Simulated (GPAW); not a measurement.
GPAW run on V₃Si₂Mo₃ (R32, 8 atoms in the cell): self-consistent single point.

Method: LDA (Perdew-Wang 92), GPAW PAW datasets LDA (gpaw-data 1.0.1) (plane waves; GPAW 25.7.0).

```yaml
crystal:
  lattice:
    - [3.38090, 1.95197, 2.75935]
    - [-3.38090, 1.95197, 2.75935]
    - [0.00000, -3.90393, 2.75935]
  atoms:
    - { symbol: V, position: [0.74874, 0.00000, 0.25126] }
    - { symbol: V, position: [0.25126, 0.74874, 0.00000] }
    - { symbol: V, position: [0.00000, 0.25126, 0.74874] }
    - { symbol: Si, position: [0.24323, 0.24323, 0.24323] }
    - { symbol: Si, position: [0.75677, 0.75677, 0.75677] }
    - { symbol: Mo, position: [0.74950, 0.50000, 0.25050] }
    - { symbol: Mo, position: [0.25050, 0.74950, 0.50000] }
    - { symbol: Mo, position: [0.50000, 0.25050, 0.74950] }
```

Reference input (self-consistent single point, DFT LDA (Perdew-Wang 92), plane waves, GPAW PAW datasets LDA (gpaw-data 1.0.1)): mode = pw; ecut = 800 eV; xc = LDA; kpts = 4 4 4; mesh shift (steps) = 0 0 0; occupations.name = fermi-dirac; occupations.width = 0.136 eV; nbands = -12; convergence.forces = 0.001 eV/Å; symmetry.symmorphic = false; symmetry.tolerance = 0.0005; maxiter = 150. This run's input differs from it in these lines:

```diff
@@ -20,4 +20,4 @@
             xc='LDA',
-            kpts={'size': (4, 4, 4), 'gamma': True},
-            occupations=FermiDirac(0.136),
+            kpts=(5, 5, 5),
+            occupations=FermiDirac(0.3),
             nbands=-12,
```

Output (repeated stretches shortened):

```
     iter     time        total  log10-change:
                         energy   eigst   dens  force
iter:   1 --:--:--   -87.892222
iter:   2 --:--:--   -85.838965   -0.10  -1.19
iter:   3 --:--:--   -84.015126   -0.40  -1.26
iter:   4 --:--:--   -82.485851   -0.60  -1.35
iter:   5 --:--:--   -83.256370   -0.53  -1.58
   [... 2 lines left out ...]
iter:   8 --:--:--   -82.207084   -1.50  -2.10
iter:   9 --:--:--   -82.208343   -1.98  -2.21
iter:  10 --:--:--   -82.146543   -2.24  -2.23
iter:  11 --:--:--   -82.151821   -2.55  -2.72
iter:  12 --:--:--   -82.148375c  -3.83  -2.90
iter:  13 --:--:--   -82.146368c  -3.34  -3.00
   [... lines left out ...]
iter:  22 --:--:--   -82.147635c  -5.43  -3.97
iter:  23 --:--:--   -82.147472c  -5.58  -4.34c
iter:  24 --:--:--   -82.147714c  -5.86  -4.51c
iter:  25 --:--:--   -82.147599c  -6.05  -4.54c
iter:  26 --:--:--   -82.147583c  -6.17  -5.02c
iter:  27 --:--:--   -82.147583c  -6.17  -5.23c
   [... 26 lines left out ...]
iter:  54 --:--:--   -82.147545c  -7.37  -7.25c
iter:  55 --:--:--   -82.147545c  -7.32  -7.21c
iter:  56 --:--:--   -82.147545c  -7.37  -7.15c
iter:  57 --:--:--   -82.147544c  -7.35  -7.11c
iter:  58 --:--:--   -82.147544c  -7.43c -7.12c
iter:  59 --:--:--   -82.147544c  -7.50c -7.07c -5.46c
Converged after 59 iterations.

Dipole moment: (0.000000, 0.000000, -0.000000) |e|*Ang

Energy contributions relative to reference atoms: (reference = -423079.670983)

Kinetic:        -28.587410
Potential:      +17.260595
External:        +0.000000
XC:             -69.524638
Entropy (-ST):   -1.612525
Local:           -0.489828
SIC:             +0.000000
--------------------------
Free energy:    -82.953806
Extrapolated:   -82.147544

Showing only first 2 kpts
 Kpt  Band  Eigenvalues  Occupancy
  0    42     10.86079    1.82103
  0    43     10.86082    1.82101
  0    44     13.18191    0.00884
  0    45     13.18665    0.00870

  1    42     10.92725    1.78149
  1    43     11.05434    1.68442
  1    44     12.31812    0.14649
  1    45     12.77687    0.03368

Fermi level: 11.55677

No gap
   [... lines left out ...]
  2 V    -0.01633    0.02828   -0.00000
  3 Si    0.00000   -0.00000    0.12616
  4 Si    0.00000    0.00000   -0.12616
  5 Mo   -0.01325   -0.02296   -0.00000
  6 Mo    0.02651    0.00000    0.00000
  7 Mo   -0.01325    0.02296    0.00000

Stress tensor:
     0.047428     0.000000     0.000000
     0.000000     0.047428     0.000000
     0.000000     0.000000     0.047572
Stress (GPa, Voigt): [7.5988 7.5988 7.6219 0.     0.     0.    ]
```

The run converged in 59 iterations. GPAW prints stress with tension positive. Against the reference run the free energy goes down by 82.4 meV/atom, the pressure goes from -8.69 to -7.61 GPa and the largest force goes from 0.067 to 0.126 eV/Å.

The starting cell comes from a database of computed structures (which also holds hypothetical and non-ambient phases and stackings), without a prior relaxation at this level. Spin polarisation is off. With a pressure of about -8 GPa the cell is away from its equilibrium volume at this level.

Cost on one core of a shared machine: roughly 5 min.
